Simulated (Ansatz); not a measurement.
## Convergence study of the k-point mesh for the (001) slab of Cr (cut from a parent of space group no. 194; 4 atoms in the cell)

```xyz
4
Lattice="2.4363 0.0000 0.0000 -1.2181 2.1099 0.0000 0.0000 0.0000 20.7023" Properties=species:S:1:pos:R:3 pbc="T T T"
Cr     0.0000     1.4066     7.0000
Cr     1.2181     0.7033     9.2341
Cr     0.0000     1.4066    11.4682
Cr     1.2181     0.7033    13.7023
```

Level of theory: LDA (PW92), default PAW files made with PBE (plane waves; Ansatz, an electronic-structure program).

Base settings: basis.ecutwfc = 420 eV; kpoints.mp_grid.grid = 14 14 1; hamiltonian.xc = lda; hamiltonian.pseudopotentials = {kind: paw} (the program's default PAW files); scf.occupations.method = gaussian; scf.occupations.width = 0.1 eV.

Only quantities that move along the ladder and can be compared are tabulated.

The count of work is k-points × plane waves × bands × iterations; it is no time. 

The starting cell comes from a database of computed structures (which also holds hypothetical and non-ambient phases and stackings), without a prior relaxation at this level. The slab is cut from that crystal, and its faces are unrelaxed. Its lattice was rescaled by up to half a per cent. Spin polarisation is off.

```tsv
kpoints.mp_grid.grid	free energy less the last step's (meV/atom)	largest difference of a force vector from the last step's (eV/Å)	count of work / last
3 3 1	198.90	0.488	0.024
4 4 1	-2.83	0.226	0.029
5 5 1	-23.33	0.149	0.037
6 6 1	32.83	0.093	0.051
7 7 1	5.08	0.181	0.071
8 8 1	-17.97	0.039	0.073
10 10 1	10.70	0.061	0.091
11 11 1	-6.42	0.035	0.10
13 13 1	1.69	0.040	0.17
14 14 1	0.84	0.013	0.18
15 15 1	-0.11	0.024	0.18
18 18 1	-0.75	0.014	0.24
21 21 1	-0.06	0.012	0.31
25 25 1	0.06	0.007	0.42
29 29 1	-0.02	0.002	0.48
34 34 1	0.15	0.001	0.74
40 40 1	0.00	0.000	1.0
```

Coarsest kpoints.mp_grid.grid that holds the forces within 0.02 eV/Å of the last step, with all finer ones: 18 18 1, at 0.24 of the last step's count of work; the step before is off by 0.024 eV/Å.

Coarsest kpoints.mp_grid.grid that holds the free energy within 0.5 meV/atom of the last step, with all finer ones: 21 21 1, at 0.31 of the last step's count of work; the step before is off by 0.75 meV/atom.

Keys are those of Ansatz 0.2.
